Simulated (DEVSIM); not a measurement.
Structure: abrupt Si n-p junction, at 300 K.

| layer (left to right) | material | thickness (μm) | Nd (cm⁻³) | Na (cm⁻³) | τn (s) | τp (s) |
|---|---|---|---|---|---|---|
| 1 | Si | 6.30 | 1.3e18 | - | 2.6e-7 | 2.6e-7 |
| 2 | Si | 30.0 | - | 5.4e17 | 2.6e-7 | 2.6e-7 |

Left contact: ohmic. Right contact: ohmic. Voltage is applied to the left contact. Recombination: SRH at mid-gap, radiative, Auger. Mobility is μmin + (μ − μmin)/(1 + (N/Nref)^α).

The device is made up for the run: typed textbook-type constants, with dimensions and the other settings drawn at random. Values at 300 K; Nc and Nv go as T^1.5, mobilities as T to minus their exponent, the gap by Varshni's rule with the affinity fixed.

| parameter | Si |
|---|---|
| gap (eV) | 1.124 |
| affinity (eV) | 4.05 |
| permittivity | 11.7 |
| Nc (cm⁻³) | 2.86e19 |
| Nv (cm⁻³) | 3.1e19 |
| μn (cm²/Vs) | 1417 |
| μp (cm²/Vs) | 470 |
| μn,min | 52 |
| μp,min | 45 |
| Nref,n | 9.7e16 |
| Nref,p | 2.2e17 |
| αn | 0.68 |
| αp | 0.72 |
| T exponent of μn | 2.3 |
| T exponent of μp | 2.2 |
| B (cm³/s) | 4.7e-15 |
| Cn (cm⁶/s) | 2.8e-31 |
| Cp (cm⁶/s) | 9.9e-32 |
| Varshni α (eV/K) | 0.000473 |
| Varshni β (K) | 636 |

Model (solved in DEVSIM): 1D drift-diffusion, Boltzmann statistics, complete ionisation; no tunnelling, impact ionisation, image-force lowering or self-heating.

The temperature was swept, all else fixed.

```tsv
temperature (K)	dark forward voltage at 100 A/cm² (V)	dark forward voltage at 1 A/cm² (V)	potential step across the device at zero bias (V)	largest field in the device at zero bias (V/cm)
250	0.938	0.829	0.994	340000
300	0.877	0.744	0.939	320000
350	[?]	[?]	0.881	310000
400	0.746	0.565	0.821	300000
450	0.678	0.472	0.757	280000
500	0.605	0.376	0.692	270000
```

Fill in the missing entries.


- 350, dark forward voltage at 100 A/cm² (V): 0.813
- 350, dark forward voltage at 1 A/cm² (V): 0.656
